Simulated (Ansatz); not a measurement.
## How the bulk modulus of Ir3Rh (model structure, started from the A15 type, Pm-3n, No. 223, 8 atoms in the cell) moves with the method

No measured value is used here.

```tsv
level (code)	value (GPa)	cell (Å³/atom)
LDA (Ansatz)	344	14.24
PBEsol (Ansatz)	326	14.48
r²SCAN (Ansatz)	317	14.65
```

The crystal itself was run without spin with LDA, PBEsol, r²SCAN; a magnetic state was not tried in these runs. Density-functional levels without +SOC have no spin–orbit coupling. LDA, PBEsol, r²SCAN: the run has no spin polarisation, so it can have missed a magnetic state. LDA, PBEsol, r²SCAN: the bulk modulus is −V dP/dV from two relaxed cells at ±2 % in volume. Each level is taken at its own relaxed cell. Cutoffs differ between the levels. Ansatz's density-functional and Hartree–Fock values are scalar-relativistic unless marked +SOC, with PAW data made under PBE.

A model structure was made by putting elements into a prototype or built by hand; it is no filed structure, need not be a known phase, and can be a saddle point held by its symmetry.

Ansatz is a program for electronic structure.
